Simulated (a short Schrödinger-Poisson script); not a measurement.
Structure: symmetric double-gate stack, SiO2 on p-type Si(111), at 300 K.

```
layer  material  thickness (nm)  Na (cm⁻³)
-----  --------  --------------  ---------
1          SiO2               2          -
2            Si               2       5e17
3          SiO2               2          -
```

The device is made up for the run: typed textbook-type constants, with dimensions and the other settings drawn at random. SiO2: permittivity 3.9, conduction-band edge (eV) 3.15, gap (eV) 9, electron mass (mₑ) 0.5. Si: permittivity 11.7, conduction-band edge (eV) 0, gap (eV) 1.124, Nv at 300 K (cm⁻³) 3.1e19.

Channel valleys (confinement mass, in-plane density-of-states mass, number): Δ6 0.258, 0.358, 6. At the gates, both at one voltage, the conduction-band edge of layer 1 lies 3.49 eV − eVg above the Fermi level of the channel. Gaps are held at their typed values at every temperature. Mesh 0.03 nm at interfaces.

Solved with a short Schrödinger-Poisson script written for these runs: 1D Poisson equation in equilibrium, electrons quantum, Hartree (BenDaniel-Duke, 12 states a valley, the channel's in-plane mass for all, wave functions free to enter the dielectric), parabolic valleys, classical holes, full ionisation, no traps, pinning or gate leakage.

The same stack at other levels of the model or other numerical settings:

| run | sheet density of all electrons at Vg = 1.8 V (cm⁻²) | sheet density of all electrons at Vg = 0.6 V (cm⁻²) | capacitance of both gates at Vg = 1.8 V (μF/cm²) | rough cost against the base |
|---|---|---|---|---|
| base | 2.45e13 | 2.01e12 | 3.11 | about 1 |
| electrons treated as classical, Boltzmann | 2.95e13 | 5.25e12 | ___ | 0.08 |
| electrons treated as classical, Fermi-Dirac | ___ | ___ | 3.15 | 0.2 |
| mesh six times as coarse | 2.43e13 | 1.87e12 | 3.10 | 0.5 |
| one subband a valley | 2.45e13 | 2.01e12 | 3.11 | 0.5 |

**Question.** Complete the blanks.

**Answer.** 
- electrons treated as classical, Boltzmann, capacitance of both gates at Vg = 1.8 V (μF/cm²): 3.33
- electrons treated as classical, Fermi-Dirac, sheet density of all electrons at Vg = 0.6 V (cm⁻²): 5.08e12
- electrons treated as classical, Fermi-Dirac, sheet density of all electrons at Vg = 1.8 V (cm⁻²): 2.82e13

The classical rows ignore confinement, and Boltzmann statistics overrate the density once the band edge passes the Fermi level.
